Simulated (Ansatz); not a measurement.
Input:

```yaml
crystal:
  lattice:
    - [4.86834, 0.00000, 0.22783]
    - [0.00000, 5.16530, 0.00000]
    - [-0.61371, 0.00000, 4.75385]
  atoms:
    - { symbol: Hf, position: [0.27221, 0.03565, 0.22332] }
    - { symbol: Hf, position: [0.72779, 0.53565, 0.27668] }
    - { symbol: Hf, position: [0.72779, 0.96435, 0.77668] }
    - { symbol: Hf, position: [0.27221, 0.46435, 0.72332] }
    - { symbol: O, position: [0.10877, 0.39759, 0.27973] }
    - { symbol: O, position: [0.89123, 0.89759, 0.22027] }
    - { symbol: O, position: [0.89123, 0.60241, 0.72027] }
    - { symbol: O, position: [0.10877, 0.10241, 0.77973] }
    - { symbol: O, position: [0.44253, 0.76044, 0.49527] }
    - { symbol: O, position: [0.55747, 0.26044, 0.00473] }
    - { symbol: O, position: [0.55747, 0.23956, 0.50473] }
    - { symbol: O, position: [0.44253, 0.73956, 0.99527] }
```

No spin polarisation.

Calculations: PBE (Ansatz, an electronic-structure program), spin-orbit coupling left out. Settings: 5×5×5 k-points, 0.05 eV Fermi–Dirac smearing.

Task: Predict the band gap and gap character.

Result: 
```json
{
  "band_gap": "4.70 eV",
  "gap_character": "direct at Y₂"
}
```

Spin-orbit coupling, missing from the scalar runs, can matter with Hf. Load acts through the strain it causes; cell and atoms are relaxed under it. Whether these cells are dynamically stable was not tested. Competing high-pressure phases were not computed. The cell was made from HfO$_{2}$ (space group P2_1/c, No. 14) by this change: pressure 30 GPa.
